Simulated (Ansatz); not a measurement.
# PbO2: energy against volume

PbO2 (rutile, P4_2/mnm, 14.821 Å³/atom and stress up to 0.01 GPa in the relaxed cell, c along z) under hydrostatic pressure, with the cell free. PBE in Ansatz, a plane-wave DFT program (PAW, default set), 420 eV, 9×9×14 Γ-centred mesh, Fermi-Dirac smearing 0.05 eV; ions are relaxed, or left where forces stay under 0.02 eV/Å, within the symmetry of each cell. Against the start cell, which lies near the measured one, the relaxed cell differs by 6.6 % in volume and 1.6 % in c; the values below rest on it.

Here V stands for volume and E for E less E0.

| volume (Å³/atom) | E less E0 (meV/atom) | pressure (GPa) |
|---|---|---|
| 15.1183 | 1.91 | -2.00 |
| 14.9632 | 0.43 | -1.00 |
| 14.8208 | 0.00 | 0.00 |
| 14.6994 | 0.31 | 0.90 |
| 14.5477 | 1.70 | 2.10 |
| 14.2732 | 7.28 | 4.49 |
| 13.8329 | 25.57 | 8.99 |
| 13.3507 | ? | ? |

Question: Fit E against V with the third-order Birch-Murnaghan form, a cubic in V^(-2/3), and predict the withheld value at V = 13.3507.

Answer: With u = V^(-2/3) - 0.1674, the rows have u = -0.0038447, -0.0027164, -0.0016632, -0.0007519, 0.0004046, 0.0025492, 0.0061366. Least squares gives E = 1.093 + 1351.4·u + 415510·u² + 2324099·u³. Residuals (row less fit): 0.003, -0.011, 0.016, -0.001, -0.008, 0.003, 0.000; standard error 0.012 (degrees of freedom: 3). Its minimum lies at u = -0.0016490, so V0 = (0.1657510)^(-3/2) = 14.82. There d²E/du² = 808000 and d³E/du³ = 1.394e7, so B0 = (4/9) × 14.82^(-7/3) × 808000 × 0.160218 = 107 GPa (the last factor turns the table's units into GPa), and B0' = 4 + (2/3) × 0.1657510 × (1.394e7)/808000 = 5.9. B0' rests on the cubic coefficient alone and has a standard error of 0.2 from these residuals. At the withheld row, u = 0.0102904, so E = 1.093 + 1351.4 × 0.0102904 + 415510 × 0.0102904² + 2324099 × 0.0102904³ = 61.531 meV/atom. The calculation gives 61.28 meV/atom, 0.251 meV/atom below the prediction (0.4 % of the range of E in the table). The row lies outside the fitted rows, so this is an extrapolation. From the scatter of the fitted rows alone, a prediction at this place has a standard error of 0.127 meV/atom, so the miss is 2.0 times that.

In a metal these values are sensitive to mesh and smearing; energies are taken to zero smearing, stresses follow the free energy. Spin-orbit coupling is left out, which can shift these values for the heavy elements here. Other structures, which can take over under pressure, weren't tried. The same form fitted to the pressure column gives B0' = 5.8; series where the two differ by over 0.4 aren't shown. Rows are the converged runs of the series near zero and its far end, less any whose ions stayed unrelaxed beside relaxed ones; series whose fitted rows scatter by over a few per cent of the range, as at a crossing or softening among them, aren't shown in this form.
